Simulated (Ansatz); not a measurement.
Functionals compared on a constructed model of the (111) surface of fcc Pd, a pseudomorphic layer of Au in the host's stacking (bottom of the slab: a bare face, its two planes held), in Ansatz (plane waves, PAW). The structure was relaxed with PBE; the other rows are single points on it. Cutoff 420 eV (500 eV for r2SCAN).

Set-up: 7 atoms, 13.8 Å thick at the start; mesh 15x15x1; 0.1 eV smearing; dipole correction on; 2 atoms held, the rest relaxed; held to the start's symmetry, so lower structures may exist; no spin, no spin-orbit, no U. It is one candidate, not shown to be the stable structure of the face. These notes are the PBE run's.

```csv
functional,work function of the top face (eV),rough cost of the single point
PBE,5.21,–
RPBE,…,roughly 30 core-seconds
r2SCAN,5.22,roughly 100 core-seconds
```

Question: Complete the blanks.

Answer: 
- RPBE, work function of the top face (eV): 5.03

Ansatz is a quantum-chemistry and plane-wave program.
